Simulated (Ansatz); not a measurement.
Take Cu3Au in the Cu3Au type structure (space group Pm-3m, No. 221; a = 3.713 Å) as the base.

Levels (all Ansatz, a first-principles code, PAW): PBEsol (420 eV, no spin-orbit coupling); PBEsol+SOC (420 eV, spin-orbit coupling included).

The geometry is relaxed with PBEsol.

- PBEsol pressure: 0.0 GPa

**Question.** What does PBEsol+SOC give at this geometry for the pressure?

**Answer.** The pressure goes from zero to -0.6 GPa.

Single points use the geometry relaxed with PBEsol. The spin-orbit shifts are approximate. No phonon test of stability was made. The runs without spin-orbit coupling are not spin-polarised.
